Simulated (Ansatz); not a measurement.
The parent structure is Ru in the hcp (Mg type) structure (space group P6_3/mmc, No. 194).

```xyz
2
Lattice="2.6919 0.0000 0.0000 -1.3459 2.3312 0.0000 0.0000 0.0000 4.2457" Properties=species:S:1:pos:R:3 pbc="T T T"
Ru     0.0000     1.5542     3.1842
Ru     1.3459     0.7771     1.0614
```

Cartesian axes are those of the cell as printed.

All numbers come from PBEsol (Ansatz, a quantum-chemistry and plane-wave program; PAW; 420 eV plane waves; no spin-orbit coupling).

Strains are applied to the cell and any free atomic positions relax; under biaxial strain the out-of-plane vector relaxes too.

One change was made to it. Results:

```tsv
quantity	base	after
shortest interatomic distance	2.631 Å	2.628 Å
pressure (mean of the normal stresses, compression positive)	0.0 GPa	0.0 GPa
```

### Question
What was done to the base?
A) biaxial strain −3.23 %, plane normal [001], relaxed out of plane
B) biaxial strain −1.00 %, plane normal [001], relaxed out of plane
C) uniaxial strain ε_xx = +0.82 %
D) tensor shear ε_xy = −0.59 %
E) biaxial strain +4.51 %, plane normal [001], relaxed out of plane

### Answer
D, tensor shear ε_xy = −0.59 %. For comparison, the pressure in the other runs: biaxial strain −1.00 %, plane normal [001], relaxed out of plane gives 5.1 GPa; biaxial strain −3.23 %, plane normal [001], relaxed out of plane gives 18.9 GPa; biaxial strain +4.51 %, plane normal [001], relaxed out of plane gives -16.5 GPa; uniaxial strain ε_xx = +0.82 % gives -2.7 GPa.

Without a gap, meshes like the base's 20×20×11 leave anisotropic stresses uncertain by several tenths of a GPa, and small strain energies with them. No phonon test of stability was made. All final runs are without spin polarisation.
